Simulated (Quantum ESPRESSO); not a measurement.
Worked example: self-consistent single point of LiLa2SbO6 (P1, 20 atoms in the cell) in Quantum ESPRESSO.

Level of theory: PBEsol, GBRV 1.5 ultrasoft (PBESOL) pseudopotentials (plane waves; Quantum ESPRESSO).

```
LiLa2SbO6
1.0
    5.62260     0.00000     0.00000
    0.00000     5.71990     0.00000
   -5.59423     0.00000     7.96885
La Li Sb O
4 2 2 12
Direct
  0.76727   0.03103   0.75052
  0.23403   0.55563   0.74829
  0.22364   0.94951   0.26380
  0.76734   0.46695   0.25852
  0.98577   0.00629   0.49580
  0.99399   0.52083   0.98932
  0.50651   0.48684   0.50180
  0.49652   0.99555   0.99732
  0.15929   0.69558   0.46073
  0.83626   0.18533   0.04347
  0.84534   0.30738   0.54888
  0.16122   0.80529   0.94973
  0.24192   0.21856   0.44720
  0.76067   0.74055   0.05470
  0.74901   0.76062   0.55033
  0.25506   0.30449   0.94925
  0.65980   0.46414   0.72711
  0.33479   0.96722   0.75072
  0.36728   0.51953   0.27075
  0.65429   0.01867   0.24176
```

Reference input (self-consistent single point, DFT, PBEsol, plane waves, GBRV 1.5 ultrasoft (PBESOL) pseudopotentials): ecutwfc = 40 Ry; ecutrho = 200 Ry; occupations = smearing; smearing = gaussian; degauss = 0.019992 Ry; K_POINTS = automatic 4 3 2 0 0 0; conv_thr = 1e-10 Ry. This run's input differs from it in these lines:

```diff
@@ -12,4 +12,4 @@
   ntyp = 4
-  ecutwfc = 40
-  ecutrho = 200
+  ecutwfc = 24
+  ecutrho = 120
   occupations = 'smearing'
```

Log, with long lists cut:

```
     Self-consistent Calculation

     iteration #  1     ecut=    24.00 Ry     beta= 0.70

     negative rho (up, down):  2.951E-01 0.000E+00

     total energy              =   -1192.03348699 Ry
     estimated scf accuracy    <       3.78769006 Ry

     iteration #  2     ecut=    24.00 Ry     beta= 0.70

     negative rho (up, down):  2.221E-01 0.000E+00

     total energy              =   -1192.77168256 Ry
     estimated scf accuracy    <       5.82343270 Ry

     iteration #  3     ecut=    24.00 Ry     beta= 0.70

     negative rho (up, down):  2.188E-01 0.000E+00

     total energy              =   -1193.85223218 Ry
     estimated scf accuracy    <       0.06640200 Ry

   [... 12 blocks of this kind left out ...]

     iteration # 16     ecut=    24.00 Ry     beta= 0.70

     negative rho (up, down):  2.352E-01 0.000E+00

     total energy              =   -1193.93163628 Ry
     estimated scf accuracy    <          1.6E-10 Ry

     iteration # 17     ecut=    24.00 Ry     beta= 0.70

     negative rho (up, down):  2.352E-01 0.000E+00
     End of self-consistent calculation

     the Fermi energy is    11.0592 ev

!    total energy              =   -1193.93163628 Ry
     estimated scf accuracy    <          1.4E-11 Ry
     smearing contrib. (-TS)   =      -0.00000000 Ry
     internal energy E=F+TS    =   -1193.93163628 Ry

     convergence has been achieved in  17 iterations

     negative rho (up, down):  2.352E-01 0.000E+00

     Forces acting on atoms (cartesian axes, Ry/au):

     atom    1 type  1   force =    -0.01478256    0.03200674    0.00729510
     atom    2 type  1   force =     0.01143109   -0.03230111   -0.01458703
     atom    3 type  1   force =     0.03810366    0.00566876   -0.03505171
     atom    4 type  1   force =    -0.00692890   -0.03284344   -0.01983949
     atom    5 type  2   force =    -0.00072163   -0.00147941    0.00302909
   [... lines left out ...]
     Total force =     0.263212     Total SCF correction =     0.000008
   [... lines left out ...]

     negative rho (up, down):  2.352E-01 0.000E+00
          total   stress  (Ry/bohr**3)                   (kbar)     P=     -695.55
  -0.00493441   0.00004401  -0.00002397         -725.88        6.47       -3.53
   0.00004401  -0.00468851   0.00000709            6.47     -689.70        1.04
  -0.00002397   0.00000709  -0.00456192           -3.53        1.04     -671.08

   JOB DONE.
```

The run converged in 17 iterations. Against the reference run the free energy rises by 1.07 eV/atom, the pressure goes from 1.95 to -69.56 GPa, the largest force goes from 3.818 to 3.631 eV/Å and the gap on the mesh goes from 4.008 to 3.917 eV.

The starting cell comes from a database of published, mostly measured structures (it also holds non-ambient and calculated ones), without a prior relaxation at this level. Its atoms were displaced at random from the sites of space group no. 14. Spin-orbit coupling is off. Forces in this geometry exceed 1 eV/Å. At the lowered cutoff the pressure carries the error of an incomplete plane-wave basis.

Cost on one core of a shared machine: roughly 4 min.
